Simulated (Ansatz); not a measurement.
The reference is TaSi2 (space group P6_222, No. 180).

```
TaSi2
1.0
    4.80388     0.00000     0.00000
   -2.40194     4.16029     0.00000
    0.00000     0.00000     6.60424
Ta Si
3 6
Cartesian
  2.40194   0.00000   0.00000
  1.20097   2.08014   2.20141
 -1.20097   2.08014   4.40282
  0.00000   1.32320   0.00000
  3.65796   0.66160   2.20141
  1.25602   3.49869   4.40282
  2.40194   2.83709   0.00000
 -1.25602   3.49869   2.20141
  1.14592   0.66160   4.40282
```

All numbers come from DFT with PBE, PAW potentials and a 420 eV plane-wave cutoff in Ansatz (an electronic-structure program), no spin-orbit coupling, earlier PAW set.

For the base:

| Property | Value |
|---|---|
| Volume per atom | 14.67 Å³ |
| c/a ratio | 1.375 |

It is then changed as follows: cell and atoms relaxed at a pressure of 3 GPa.

**Question.** Predict the new volume per atom.

**Answer.** The volume per atom drops by 0.23 Å³ to 14.44 Å³.

**Question.** What happens to the c/a ratio?

**Answer.** The c/a ratio increases by 0.002, from 1.375 to 1.377.

Load acts through the strain it causes; cell and atoms are relaxed under it. Stability against distortions was not tested. All final runs are without spin polarisation. An odd electron count without spin: TaSi2.
